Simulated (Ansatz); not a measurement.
The parent structure is C in the graphite type structure (space group P6_3/mmc, No. 194; a = 2.458 Å, c = 6.563 Å; layered, stacked along the Cartesian z axis). Axes: x lies along a and z along c of the hexagonal cell.

Level of theory: PBEsol-D3(BJ) in Ansatz (plane waves to 420 eV, PAW, without spin-orbit coupling).

For the base:

```
Property                        Result
-----------------------------  -------
Shortest interatomic distance  1.419 Å
```

Perturbation: uniaxial strain ε_yy = +2.13 %, all other strain components held at zero, atoms relaxed at fixed cell.

Task: Predict the new energy relative to the base.

Result: The energy increases by 13 meV/atom.

Task: What does the calculation give for the shortest interatomic distance after the change?

Result: The shortest interatomic distance goes up by 0.0094 Å, from 1.419 Å to 1.429 Å.

Stability against distortions was not tested. Gaps under 0.05 eV, about the width of the smearing, are given as zero.

Ansatz is an electronic-structure program.
